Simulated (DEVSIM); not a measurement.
Structure: Co/TiO2/p-In0.53Ga0.47As capacitor, at 300 K.

| layer (left to right) | material | thickness (nm) | Na (cm⁻³) |
|---|---|---|---|
| 1 | TiO2 | 5.40 | - |
| 2 | In0.53Ga0.47As | 380 | 2.2e18 |

Metal gate on the left, work function 5 eV. Fixed charge at the semiconductor interface 1.4e11 cm⁻² (in units of +e); no interface traps.

The device is made up for the run: typed textbook-type constants, with dimensions and the other settings drawn at random. Values at 300 K; Nc and Nv go as T^1.5, mobilities as T to minus their exponent, the gap by Varshni's rule with the affinity fixed.

```
parameter         TiO2  In0.53Ga0.47As
----------------  ----  --------------
gap (eV)           3.2            0.74
affinity (eV)      3.9            4.51
permittivity        60            13.9
Nc (cm⁻³)            -          2.1e17
Nv (cm⁻³)            -          7.7e18
Varshni α (eV/K)     -         0.00035
Varshni β (K)        -             190
```

Model (solved in DEVSIM): 1D Poisson equation in equilibrium, Boltzmann statistics, complete ionisation; no quantum confinement or tunnelling. Metal contacts follow the ideal Schottky-Mott rule: no Fermi-level pinning, no interface dipoles.

Base results: minimum of the low-frequency capacitance (μF/cm²) 0.562; capacitance of the dielectric stack (μF/cm²) 9.84; flat-band voltage (V) -0.22.

Question: What follows from this one change: TiO2 thickness 0.0054 → 0.003 μm?

Answer: minimum of the low-frequency capacitance 0.562 → 0.575 μF/cm²; capacitance of the dielectric stack 9.84 → 17.7 μF/cm²; flat-band voltage little changed (-0.22 V).

Question: What follows from this one change: gate work function 5 → 5.3 eV?

Answer: minimum of the low-frequency capacitance little changed (0.562 μF/cm²); capacitance of the dielectric stack little changed (9.84 μF/cm²); flat-band voltage -0.22 → 0.08 V.

Question: What follows from this one change: temperature 300 → 400 K?

Answer: minimum of the low-frequency capacitance 0.562 → 0.601 μF/cm²; capacitance of the dielectric stack little changed (9.84 μF/cm²); flat-band voltage -0.22 → -0.16 V.

Question: What follows from this one change: interface trap density 0 → 1e+12 cm^-2 eV^-1?

Answer: minimum of the low-frequency capacitance 0.562 → 0.704 μF/cm²; capacitance of the dielectric stack little changed (9.84 μF/cm²); flat-band voltage little changed (-0.23 V).
